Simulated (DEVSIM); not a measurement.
Device: abrupt Si p-n junction, at 250 K.

Layer 1 from the left is Si, thickness (μm) 2.40, Na (cm⁻³) 1.1e18, τn (s) 0.00043, τp (s) 0.00043. Layer 2 from the left is Si, thickness (μm) 6.80, Nd (cm⁻³) 2.4e14, τn (s) 0.00043, τp (s) 0.00043.

Left contact: ohmic. Right contact: ohmic. Voltage is applied to the left contact. Recombination: SRH at mid-gap. Mobility is μmin + (μ − μmin)/(1 + (N/Nref)^α).

This is a model device: material constants are rounded textbook-type values typed into the input, and sizes, dopings and lifetimes were drawn at random. Values at 300 K; Nc and Nv go as T^1.5, mobilities as T to minus their exponent, the gap by Varshni's rule with the affinity fixed.

Si: gap (eV) 1.124, affinity (eV) 4.05, permittivity 11.7, Nc (cm⁻³) 2.86e19, Nv (cm⁻³) 3.1e19, μn (cm²/Vs) 1417, μp (cm²/Vs) 470, μn,min 52, μp,min 45, Nref,n 9.7e16, Nref,p 2.2e17, αn 0.68, αp 0.72, T exponent of μn 2.3, T exponent of μp 2.2, Varshni α (eV/K) 0.000473, Varshni β (K) 636.

**Question.** Estimate by hand the built-in potential, the peak field at zero bias, the capacitance at -0.6 V, and compare with a numerical solution.

**Answer.** 
- Built-in potential: ni = √(Nc Nv) exp(−Eg/2kT) = 8.01e7 cm⁻³ with Eg = 1.136 eV; Vbi = kT/q ln(Na Nd/ni²) = 0.824 V; numerical 0.824 V.
- Peak field at zero bias: depletion approximation: W = √(2εVbi/(qN)) = 2.11 μm with N = 2.40e14 cm⁻³; field = 2Vbi/W = 7820 V/cm; numerical 52300 V/cm (estimate below by 85 %).
- Capacitance at -0.6 V: C = √(qεN / 2(Vbi + |V|)) = 3.74 nF/cm²; numerical 3.92 nF/cm² (estimate below by 4.6 %).

DEVSIM, 1D drift-diffusion, Boltzmann statistics, complete ionisation; no tunnelling, impact ionisation, image-force lowering or self-heating.
